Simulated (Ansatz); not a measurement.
Consider ZnCu$_{2}$SnS$_{4}$ (space group I-4, No. 82; a = 5.374 Å, c = 10.755 Å).

All numbers come from PBEsol (Ansatz, an electronic-structure program; PAW; 420 eV plane waves; without spin-orbit coupling).

Base values:

```
Quantity                   Value
-------------------  -----------
Lattice parameter a  10.155 bohr
```

Perturbation: a hydrostatic pressure of 0.9 GPa.

What happens to the lattice parameter a?

The lattice parameter a drops by 0.037 bohr to 10.118 bohr.

Load acts through the strain it causes; cell and atoms are relaxed under it. Stability against distortions was not tested. The final runs are not spin-polarised.
